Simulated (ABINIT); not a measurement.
Band structure of BeB2 (P6/mmm, 3 atoms in the cell).

```
CELL_PARAMETERS angstrom
      2.92969     0.00000     0.00000
     -1.46484     2.53719     0.00000
      0.00000     0.00000     2.87733
ATOMIC_POSITIONS crystal
  Be 0.00000 0.00000 0.00000
  B  0.33333 0.66667 0.50000
  B  0.66667 0.33333 0.50000
```

Method: PBEsol, norm-conserving pseudopotentials (PseudoDojo nc-sr-04 PBEsol standard) (plane waves; ABINIT).

Settings: pseudos = [Be.upf, B.upf]; ecut = 1197 eV; occopt = 3; tsmear = 0.00499791 Ha; ngkpt = 13 13 11; nshiftk = 1; shiftk = 0 0 0; potentials = PseudoDojo nc-sr-04 PBEsol standard; kptopt = 1; nstep = 80; tolvrs1 = 1e-11; ndtset = 2; getden2 = 1.

The starting cell comes from a database of computed structures (which also holds hypothetical and non-ambient phases and stackings), without a prior relaxation at this level.

Levels in eV from the Fermi level, bands 2 to 9:
```csv
point,2,3,4,5,6,7,8,9
Γ,-14.49,-2.29,-0.11,-0.11,3.69,3.69,5.42,9.43
M,-10.42,-9.68,-3.82,2.38,3.85,4.00,7.37,9.42
K,-8.98,-8.98,-7.89,4.08,4.08,6.84,8.24,8.24
A,-12.21,-9.07,0.73,0.73,7.35,7.35,8.44,8.45
L,-8.28,-7.47,-5.68,-2.29,-2.20,5.21,5.68,8.12
H,-7.01,-6.31,-6.31,-3.81,-3.81,1.92,9.86,13.93
```

Bands cross the Fermi level along this path, so the cell is metallic at this level.
